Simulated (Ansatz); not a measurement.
## Short convergence ladders for MnS (R3m, 2 atoms in the cell)

```xyz
2
Lattice="0.0000 2.4809 2.4809 2.4809 0.0000 2.4809 2.4809 2.4809 0.0000" Properties=species:S:1:pos:R:3 pbc="T T T"
Mn     0.0289     0.0289     0.0289
S      1.2404     1.2404     1.2404
```
Moments meant for the start (each program seeds them in its own way; μB, in the order of the atoms Mn S): 4.0 0.0.

Base method: PBEsol, default PAW files made with PBE (plane waves; Ansatz, an electronic-structure program).

Base settings: basis.ecutwfc = 420 eV; kpoints.mp_grid.grid = 11 11 11; hamiltonian.xc = pbesol; hamiltonian.pseudopotentials = {kind: paw} (the program's default PAW files); magnetization.spin_polarized = true; scf.occupations.method = gaussian; scf.occupations.width = 0.1 eV.

The count of work is k-points × plane waves × bands × iterations; it is no time. Core times come from one kind of shared machine, to one figure; runs under 30 s give none.

**The k-point mesh**

The second cell is the first with its lattice scaled by 0.98.

Only quantities that move along the ladder and can be compared are tabulated.

The magnetic state is not the same in all runs (site moments differ, or a search went on to a lower state), so steps between rows are not convergence errors alone.

| kpoints.mp_grid.grid | free energy less the last step's (meV/atom) | energy of the compressed cell less the first (meV/atom) | pressure (GPa) | largest difference of a force vector from the last step's (eV/Å) | net moment (μB/atom) | count of work / last |
|---|---|---|---|---|---|---|
| 2 2 2 | 243.59 | 82.83 | 9.53 | 1.030 | 1.125 | 0.0041 |
| 4 4 4 | -9.57 | 2.24 | -4.00 | 0.043 | 0.105 | 0.017 |
| 6 6 6 | -6.67 | 1.96 | -4.01 | 0.071 | 0.178 | 0.038 |
| 8 8 8 | -3.18 | 1.83 | -4.05 | 0.051 | 0.150 | 0.078 |
| 10 10 10 | -1.05 | 1.71 | -4.07 | 0.019 | 0.131 | 0.15 |
| 11 11 11 | 0.50 | 2.03 | -3.99 | 0.016 | 0.146 | 0.17 |
| 20 20 20 | 0.00 | 1.92 | -4.02 | 0.000 | 0.141 | 1.0 |

Coarsest kpoints.mp_grid.grid that holds the pressure within 0.1 GPa of the last step, with all finer ones: 4 4 4, at 0.017 of the last step's count of work; the step before is off by 14 GPa.

Coarsest kpoints.mp_grid.grid that holds the forces within 0.01 eV/Å: not settled: the last two steps still differ by 0.016 eV/Å, over half the tolerance, so the ladder does not show it.

Coarsest kpoints.mp_grid.grid that holds the net moment within 0.02 μB/atom of the last step, with all finer ones: 8 8 8, at 0.078 of the last step's count of work; the step before is off by 0.037 μB/atom.

The energy difference between the two cells stays within 1 meV/atom of the last step's from 4 4 4 on, the total only from 11 11 11 on: much of the error is common to both cells and cancels.

**The k-point mesh at a smearing width of 0.05 eV**

In this ladder: scf.occupations.width = 0.05 eV.

Only quantities that move along the ladder and can be compared are tabulated.

| kpoints.mp_grid.grid | free energy less the last step's (meV/atom) | pressure (GPa) | largest difference of a force vector from the last step's (eV/Å) | net moment (μB/atom) | count of work / last | core time / last (rough) |
|---|---|---|---|---|---|---|
| 4 4 4 | -10.77 | -4.04 | 0.092 | 0.088 | 0.010 | – |
| 5 5 5 | 12.04 | -4.08 | 0.059 | 0.091 | 0.023 | – |
| 6 6 6 | -7.04 | -3.99 | 0.092 | 0.195 | 0.029 | – |
| 9 9 9 | 2.09 | -4.01 | 0.032 | 0.141 | 0.068 | – |
| 13 13 13 | 0.04 | -4.00 | 0.003 | 0.161 | 0.23 | 0.2 |
| 18 18 18 | 0.05 | -4.04 | 0.001 | 0.148 | 0.87 | 0.8 |
| 22 22 22 | 0.00 | -4.03 | 0.000 | 0.150 | 1.0 | 1 |

Coarsest kpoints.mp_grid.grid that holds the free energy within 1 meV/atom of the last step, with all finer ones: 13 13 13, at 0.23 of the last step's count of work and about 0.2 of the last step's time; the step before is off by 2.1 meV/atom.

Coarsest kpoints.mp_grid.grid that holds the forces within 0.02 eV/Å of the last step, with all finer ones: 13 13 13, at 0.23 of the last step's count of work and about 0.2 of the last step's time; the step before is off by 0.032 eV/Å.

**The SCF threshold**

The mesh stays at the base's, so the ladder's end is converged at best in this setting alone.

Only quantities that move along the ladder and can be compared are tabulated.

| scf.convergence.dr2_threshold | pressure (GPa) | count of work / last |
|---|---|---|
| 0.1 eV | -3.91 | 0.47 |
| 0.001 eV | -4.00 | 0.58 |
| 1e-05 eV | -3.99 | 0.63 |
| 1e-07 eV | -3.99 | 0.74 |
| 1e-12 eV | -3.99 | 1.0 |

Coarsest scf.convergence.dr2_threshold that holds the pressure within 0.05 GPa of the last step, with all finer ones: 0.001 eV; the step before is off by 0.08 GPa.

On the base run: the starting cell comes from a database of computed structures (which also holds hypothetical and non-ambient phases and stackings), without a prior relaxation at this level. Its lattice was rescaled by up to half a per cent. One atom was moved a little off its site on purpose. The moments shrank to a small part of their start, a low-spin state that need not be the lowest. The program warned that a starting moment was not kept. In the base run, with a pressure of about -4 GPa the cell is away from its equilibrium volume at this level. Ansatz's pressure includes its estimate of the finite-basis (Pulay) stress.

Keys are those of Ansatz 0.2.
